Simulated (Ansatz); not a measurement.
Worked example: self-consistent single point of Mg₃Sc (P1, 8 atoms in the cell) in Ansatz (an electronic-structure program).

Method: PBEsol, PAW files made with PBE (plane waves; Ansatz).

The change in words: atoms moved at random. Reference geometry:
```xyz
8
Lattice="6.2763 0.0000 0.0000 -3.1382 5.4355 0.0000 0.0000 0.0000 4.9883" Properties=species:S:1:pos:R:3 pbc="T T T"
Mg     0.0000     1.8113     1.2471
Mg     3.1382     3.6241     3.7412
Mg     4.7077     0.9057     3.7412
Mg    -1.5695     4.5298     1.2471
Mg     1.5695     4.5298     1.2471
Mg     1.5686     0.9057     3.7412
Sc     3.1382     1.8118     1.2471
Sc     0.0000     3.6236     3.7412
```

Reference input (self-consistent single point, DFT, PBEsol, plane waves, PAW files made with PBE): basis.ecutwfc = 420 eV; kpoints.mp_grid.grid = 4 4 5; hamiltonian.xc = pbesol; hamiltonian.pseudopotentials = {kind: paw} (the program's default PAW files); scf.occupations.method = fermi_dirac; scf.occupations.width = 0.1 eV. This run's input differs from it in these lines:

Ansatz 0.2 input:
```diff
@@ -7,10 +7,10 @@
   atoms:
-    - { symbol: Mg, position: [0.166620, 0.333240, 0.250000] }
-    - { symbol: Mg, position: [0.833380, 0.666760, 0.750000] }
-    - { symbol: Mg, position: [0.833380, 0.166620, 0.750000] }
-    - { symbol: Mg, position: [0.166620, 0.833380, 0.250000] }
-    - { symbol: Mg, position: [0.666760, 0.833380, 0.250000] }
-    - { symbol: Mg, position: [0.333240, 0.166620, 0.750000] }
-    - { symbol: Sc, position: [0.666667, 0.333333, 0.250000] }
-    - { symbol: Sc, position: [0.333333, 0.666667, 0.750000] }
+    - { symbol: Mg, position: [0.164700, 0.328183, 0.244516] }
+    - { symbol: Mg, position: [0.829569, 0.674291, 0.743469] }
+    - { symbol: Mg, position: [0.834202, 0.168378, 0.736832] }
+    - { symbol: Mg, position: [0.172525, 0.833374, 0.248922] }
+    - { symbol: Mg, position: [0.668764, 0.833426, 0.262838] }
+    - { symbol: Mg, position: [0.335018, 0.167108, 0.746566] }
+    - { symbol: Sc, position: [0.669115, 0.326946, 0.262909] }
+    - { symbol: Sc, position: [0.326108, 0.668293, 0.753947] }
 basis:
```

The program printed (abridged):

```
SCF iter   1: F=—  HF=-15695.626491 eV  |F-HF|=—  |Δ(HF+E_count)|=         —  Δρ=1.64e-2  dr2=1.08e0  ethr=3.10e-3  ⟨swp⟩=6.2  Hψ=7504  notcnv=0
all-band conjugate gradients solve this SCF's bands
preconditioner: auto → Kerker (q_TF=auto, 2.416 Å⁻¹)
SCF iter   2: F=—  HF=-15695.468465 eV  |F-HF|=—  |Δ(HF+E_count)|=   1.58e-1  Δρ=1.14e-2  dr2=5.51e-1  ethr=1.31e-3  ⟨swp⟩=2.0  Hψ=2694  notcnv=0
   [... lines left out ...]
SCF iter   5: F=—  HF=-15695.290247 eV  |F-HF|=—  |Δ(HF+E_count)|=   4.42e-4  Δρ=1.63e-4  dr2=5.09e-5  ethr=3.65e-7  ⟨swp⟩=2.0  Hψ=3882  notcnv=0
SCF iter   6: F=—  HF=-15695.290197 eV  |F-HF|=—  |Δ(HF+E_count)|=   4.99e-5  Δρ=4.28e-5  dr2=3.78e-6  ethr=6.21e-8  ⟨swp⟩=2.0  Hψ=3847  notcnv=0
SCF iter   7: F=—  HF=-15695.290196 eV  |F-HF|=—  |Δ(HF+E_count)|=   7.86e-7  Δρ=7.37e-6  dr2=1.36e-7  ethr=4.61e-9  ⟨swp⟩=3.0  Hψ=4165  notcnv=0
SCF iter   8: F=-15695.290196 eV  HF=-15695.290196 eV  |F-HF|=5.93e-9  |Δ(HF+E_count)|=   2.62e-8  Δρ=1.77e-6  dr2=8.78e-9  ethr=1.22e-10  ⟨swp⟩=5.8  Hψ=8291  notcnv=0
SCF 1 converged in 8 iterations: F = -15695.290196 eV  dr2 = 8.78e-9
Free energy (F): -15695.290196 eV
Internal energy: -15695.074501 eV  (E = F + TS)
E sigma→0 (E₀):  -15695.182348 eV
Entropy (-TS):   -0.215695 eV (-26.962 meV/atom)
Fermi energy:    7.157616 eV
--- Forces (eV/Å), atoms counted from 1 ---
  atom   1  Mg     0.09071078     0.09755590     0.05553349
  atom   2  Mg     0.11824753    -0.17705484     0.33188716
  atom   3  Mg    -0.01918392    -0.01709988     0.47893206
  atom   4  Mg    -0.14904764    -0.04253507     0.02546217
  atom   5  Mg    -0.06494461    -0.13279892    -0.35480424
  atom   6  Mg    -0.03659722     0.06948727     0.15722109
  atom   7  Sc    -0.11766621     0.24003005    -0.56224034
  atom   8  Sc     0.17848220    -0.03758268    -0.13199505
--- Stress (GPa, compression-positive) ---
        2.839827      -0.402703       0.026702
       -0.402703       2.378774      -0.141144
        0.026702      -0.141144       2.910137
  P = ⅓ Tr σ = 2.7096 GPa (27.096 kbar)
  The stress holds the Pulay correction. Without it, at fixed plane waves, as pw.x and ABINIT print it: P = 2.7046 GPa
```

The run converged in 8 iterations. Against the reference run the free energy rises by 9.4 meV/atom, the pressure goes from 2.57 to 2.71 GPa and the largest force goes from 0.021 to 0.623 eV/Å.

The starting cell comes from a database of computed structures (which also holds hypothetical and non-ambient phases and stackings), without a prior relaxation at this level. Its lattice was rescaled by a random factor within 2.5 % of one. For this run, on top of that: atoms moved at random. Ansatz's pressure includes its estimate of the finite-basis (Pulay) stress.
